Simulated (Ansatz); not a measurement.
Reference: Ir (Fm-3m), PBEsol, DFPT electron-phonon coupling, linearised Boltzmann equation (plane waves, PAW, scalar-relativistic; Ansatz, a quantum-chemistry and plane-wave program); geometry: relaxed with this functional, without spin-orbit coupling.

```cif
data_Ir4
_chemical_formula_sum 'Ir4'
_space_group_name_H-M_alt 'Fm-3m'
_space_group_IT_number 225
_space_group_name_Hall '-F 4 2 3'
_cell_length_a 3.82986
_cell_length_b 3.82986
_cell_length_c 3.82986
_cell_angle_alpha 90.000
_cell_angle_beta 90.000
_cell_angle_gamma 90.000
loop_
_atom_site_label
_atom_site_type_symbol
_atom_site_symmetry_multiplicity
_atom_site_Wyckoff_symbol
_atom_site_fract_x
_atom_site_fract_y
_atom_site_fract_z
_atom_site_occupancy
Ir1 Ir 4 a 0.00000 0.00000 0.00000 1
```
(The calculation used a cell of 1 atom; values per cell refer to that cell.)

| Property | Result |
|---|---|
| resistivity at 300 K | 4.4 μΩ·cm |
| mean free path at 300 K | 9.0 nm |
| electron-phonon coupling λ | 0.40 |
| logarithmic mean phonon energy | 18.4 meV |

Problem. Replace Ir by Rh on the same sites and relax. What happens?

Solution. Rh (Fm-3m): volume per atom 14.0 to 13.5 Å³; resistivity at 300 K stays about the same (4.4 μΩ·cm to 4.3 μΩ·cm); mean free path at 300 K stays about the same (9.0 nm to 8.3 nm); electron-phonon coupling λ stays about the same (0.40 to 0.37); logarithmic mean phonon energy rises (18.4 meV to 22 meV).

Problem. Swap Ir for Ag, keeping the structure type. How do these values move?

Solution. Ag (Fm-3m): volume per atom 14.0 to 16.6 Å³; resistivity at 300 K falls (4.4 μΩ·cm to 1.64 μΩ·cm); mean free path at 300 K rises (9.0 nm to 52 nm); electron-phonon coupling λ falls (0.40 to 0.124); logarithmic mean phonon energy falls (18.4 meV to 12.7 meV).

Problem. Swap Ir for Pb, keeping the structure type. How do these values move?

Solution. Pb (Fm-3m): volume per atom 14.0 to 30.2 Å³; resistivity at 300 K rises (4.4 μΩ·cm to 11.5 μΩ·cm); mean free path at 300 K falls (9.0 nm to 7.7 nm); electron-phonon coupling λ rises (0.40 to 1.08); logarithmic mean phonon energy falls (18.4 meV to 5.4 meV).

Moves up to 9 % count as about the same. Metals; harmonic phonons alone scatter; means over directions. The mean free path is weighted by the current that each state carries. Halving the electron mesh moves these values by up to 6 %; q meshes are mostly untested. Some of the runs warned that the eigensolver left states short of its tolerance. Spin-orbit coupling is left out.

The missing spin-orbit coupling matters most for Ir (Fm-3m), Pb (Fm-3m).
